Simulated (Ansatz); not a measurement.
The starting structures come from a database of crystals and need not be the phases stable at ambient conditions.

 Where the default PAW files enter, the runs use the earlier of Ansatz's two default sets.

The decay constant κ of evanescent states in the gap governs leakage through a thin film.

Input:

```yaml
crystal:
  lattice:
    - [5.27387, 0.00000, 0.00000]
    - [0.00000, 6.48643, 0.00000]
    - [2.63693, 3.24322, 2.63693]
  atoms:
    - { symbol: Na, position: [0.50000, 0.75000, 0.00000] }
    - { symbol: Na, position: [0.50000, 0.25000, 0.00000] }
    - { symbol: H, position: [0.55964, 0.77982, 0.44036] }
    - { symbol: H, position: [0.44036, 0.22018, 0.55964] }
    - { symbol: H, position: [0.00000, 0.22018, 0.55964] }
    - { symbol: H, position: [0.00000, 0.77982, 0.44036] }
    - { symbol: Pd, position: [0.00000, 0.00000, 0.00000] }
```

Space group of this cell: I4/mmm. The cell is taken as given.

Transport runs along the normal of the first two printed cell vectors, the (100) plane of the conventional cell.

The gap is the functional's own. No spin-orbit coupling. Mid-gap values are interpolated on the energy grid.

**Question.** State the band gap and the smallest decay constant κ at mid-gap according to Ansatz (an electronic-structure program) with r2SCAN.

**Answer.** Gap 2.50 eV on a 12×12×12 mesh; κ = 0.310 1/Å, at (0.500, 0.500) of the in-plane reciprocal vectors. At the zone centre, at the nearest computed energy, the slowest state has κ = 0.38 1/Å.
